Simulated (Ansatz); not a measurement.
Start from MgS in the rock salt structure (space group Fm-3m, No. 225; a = 5.182 Å).

Level of theory: PBEsol/PAW in Ansatz (a quantum-chemistry and plane-wave program), no spin-orbit coupling.

One change was made to it. Results:

The hole mass (degenerate bands, along [100]) goes from 0.25, 0.92, 0.92 mₑ (at Γ) to 0.25, 0.90, 0.90 mₑ (at Γ); the density rises by 0.05 g/cm³ to 2.74 g/cm³.

Which of these changes matches the shifts?
(A) pressure 1.5 GPa
(B) pressure 5 GPa
(C) pressure 10 GPa
(D) pressure 3 GPa

A, pressure 1.5 GPa. For comparison, the hole mass in the other runs: pressure 3 GPa gives 0.25, 0.88, 0.88 mₑ (at Γ); pressure 10 GPa gives 0.27, 0.82, 0.82 mₑ (at Γ); pressure 5 GPa gives 0.26, 0.86, 0.86 mₑ (at Γ).

The levels and masses belong to the bands next to the band gap. Load acts through the strain it causes; cell and atoms are relaxed under it. Masses are band curvatures over ±0.01 Å⁻¹ around the edge. Stability against distortions was not tested. Competing high-pressure phases were not computed.
